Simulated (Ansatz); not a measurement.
Input and output of a self-consistent single point for a (001) slab of CaGa2 (cut from a parent of space group no. 194; 6 atoms in the cell) (Ansatz, an electronic-structure program).

Computed with LDA (PW92), default PAW files made with PBE (plane waves; Ansatz).

```yaml
crystal:
  lattice:
    - [4.46548, 0.00000, 0.00000]
    - [-2.23274, 3.86722, 0.00000]
    - [0.00000, 0.00000, 20.79299]
  atoms:
    - { symbol: Ca, position: [0.00000, 0.00000, 0.41073] }
    - { symbol: Ca, position: [0.00000, 0.00000, 0.58927] }
    - { symbol: Ga, position: [0.33333, 0.66667, 0.33665] }
    - { symbol: Ga, position: [0.66667, 0.33333, 0.66335] }
    - { symbol: Ga, position: [0.66667, 0.33333, 0.51519] }
    - { symbol: Ga, position: [0.33333, 0.66667, 0.48481] }
```

Reference input (self-consistent single point, DFT, LDA (PW92), plane waves, default PAW files made with PBE): basis.ecutwfc = 420 eV; kpoints.mp_grid.grid = 8 8 1; hamiltonian.xc = lda; hamiltonian.pseudopotentials = {kind: paw} (the program's default PAW files); scf.occupations.method = fermi_dirac; scf.occupations.width = 0.1 eV. This run's input differs from it in these lines:

Ansatz 0.2 input:
```diff
@@ -13,3 +13,3 @@
 basis:
-  ecutwfc: 420.0
+  ecutwfc: 355.0
 kpoints:
```

Output, abridged:

```
SCF iter   1: F=—  HF=-18372.480198 eV  |F-HF|=—  |Δ(HF+E_count)|=         —  Δρ=3.17e-3  dr2=3.58e-2  ethr=1.77e-3  ⟨swp⟩=12.7  Hψ=2135  notcnv=0
all-band conjugate gradients solve this SCF's bands
preconditioner: auto → LDOS
SCF iter   2: F=—  HF=-18372.476575 eV  |F-HF|=—  |Δ(HF+E_count)|=   3.62e-3  Δρ=1.60e-3  dr2=7.29e-3  ethr=4.97e-5  ⟨swp⟩=2.6  Hψ=966  notcnv=0
   [... lines left out ...]
SCF iter   5: F=—  HF=-18372.472460 eV  |F-HF|=—  |Δ(HF+E_count)|=   2.77e-5  Δρ=5.19e-5  dr2=1.05e-5  ethr=3.37e-7  ⟨swp⟩=3.0  Hψ=892  notcnv=0
SCF iter   6: F=—  HF=-18372.472574 eV  |F-HF|=—  |Δ(HF+E_count)|=   1.15e-4  Δρ=1.76e-5  dr2=1.08e-6  ethr=1.46e-8  ⟨swp⟩=2.0  Hψ=623  notcnv=0
SCF iter   7: F=—  HF=-18372.472574 eV  |F-HF|=—  |Δ(HF+E_count)|=   1.11e-7  Δρ=7.85e-6  dr2=2.07e-7  ethr=1.50e-9  ⟨swp⟩=2.0  Hψ=727  notcnv=0
SCF iter   8: F=-18372.472574 eV  HF=-18372.472574 eV  |F-HF|=6.72e-9  |Δ(HF+E_count)|=   3.61e-9  Δρ=1.94e-6  dr2=1.74e-8  ethr=1.39e-10  ⟨swp⟩=8.8  Hψ=1867  notcnv=0
SCF 1 converged in 8 iterations: F = -18372.472574 eV  dr2 = 1.74e-8
Free energy (F): -18372.472574 eV
Internal energy: -18372.355881 eV  (E = F + TS)
E sigma→0 (E₀):  -18372.414228 eV
Entropy (-TS):   -0.116693 eV (-19.449 meV/atom)
Fermi energy:    0.399704 eV
--- Forces (eV/Å), atoms counted from 1 ---
  atom   1  Ca     0.00000000    -0.00000000     0.15232882
  atom   2  Ca    -0.00000000     0.00000000    -0.15232882
  atom   3  Ga     0.00000000     0.00000000     0.12473075
  atom   4  Ga    -0.00000000    -0.00000000    -0.12473075
  atom   5  Ga     0.00000000     0.00000000    -0.06987715
  atom   6  Ga    -0.00000000    -0.00000000     0.06987715
--- Stress (GPa, compression-positive) ---
       -1.812916      -0.000000      -0.000000
       -0.000000      -1.812916      -0.000000
       -0.000000      -0.000000      -0.651273
  P = ⅓ Tr σ = -1.4257 GPa (-14.257 kbar)
  The stress holds the Pulay correction. Without it, at fixed plane waves, as pw.x and ABINIT print it: P = -1.5579 GPa
```

The run converged in 8 iterations. Against the reference run the free energy goes up by 3.0 meV/atom and the largest force hardly changes (0.153 to 0.152 eV/Å).

The starting cell comes from a database of computed structures (which also holds hypothetical and non-ambient phases and stackings), without a prior relaxation at this level. The slab is cut from that crystal, and its faces are unrelaxed. Its lattice was rescaled by up to half a per cent. The cutoff lies below the one recommended for these files.
